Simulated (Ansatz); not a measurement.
Cost and result by functional for the adsorption energy of Cl on the 1x1 (111) surface of fcc Pt, one in a 2x2 cell, started at the site 'bridge Pt-Pt (span 2.8 Å)', in Ansatz (plane waves, PAW). Single points on the PBE structure, on one kind of machine; costs are rough ratios of the slab run's core time (references not counted) to the cheapest single point. r2SCAN's cost holds its higher cutoff (500 against 420 eV). Differences are taken against r2SCAN for comparison alone: no measured value is at hand, so the table doesn't rank accuracy.

Set-up: 17 atoms, 6.9 Å thick at the start under the adsorbate (thin: gaps and levels are the slab's own); mesh 6x6x1; 0.1 eV smearing; dipole correction on; 8 atoms held, the rest relaxed; symmetry of the start imposed; no spin, no spin-orbit, no U, no dispersion correction. At the end it is bonded to 2 Pt. In PBE it is, or lies within 0.03 eV of, the lowest of the starts that converged. These notes are the PBE run's. Adsorption energies are against ½ Cl2(g). A negative adsorption energy means that the adsorbate is more stable on the surface than in its reference.

```csv
functional,relative cost,adsorption energy (eV),less r2SCAN (eV)
RPBE,1,-0.83,0.55
r2SCAN,2,-1.38,0.00
PBE (the relaxed run's value),–,-1.08,0.30
```

The values span 0.55 eV, while the single points' costs differ by a factor of roughly 2. Differences are of unrounded values.

Ansatz is a first-principles code.
